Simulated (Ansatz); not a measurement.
## Effective masses and thermopower of CdTe under load (space group P6_3mc)

```
CdTe
1.0
    4.46264     0.00000     0.00000
   -2.23132     3.86476     0.00000
    0.00000     0.00000     7.67577
Cd Te
2 2
Cartesian
  0.00000   2.57651   0.04022
  2.23132   1.28825   3.87810
  0.00000   2.57651   2.83820
  2.23132   1.28825   6.67608
```

These are PBEsol with spin-orbit coupling, rigid bands (plane waves, PAW; Ansatz, a program for electronic structure) values and carry that method's errors. Condition of this run: biaxial stress xx = yy = 2 GPa (compression positive) (the target of the relaxation). Cell: cell and atoms relaxed with PBEsol, then loaded as said.

* **band gap**: 0.36 eV
* **hole conductivity mass (300 K, dilute)**: 0.192 (x), 0.192 (y), 1.14 (z) mₑ
* **effective density of states N_v (300 K)**: 4.3e18 cm⁻³
* **density-of-states mass, holes**: 0.31 mₑ
* **Seebeck coefficient, p-type 1e19 cm⁻³, 300 K**: 171 μV/K
* **best p-type power factor at 300 K for τ = 10 fs (best axis; densities from 1e16 to 1e21 cm⁻³ tried, whether or not they can be reached)**: 4.0 μW/(cm·K²) at 3e20 cm⁻³

Rigid bands; masses and Seebeck coefficients take one relaxation time τ for all states and one kind of carrier; polarons and phonon drag are left out.
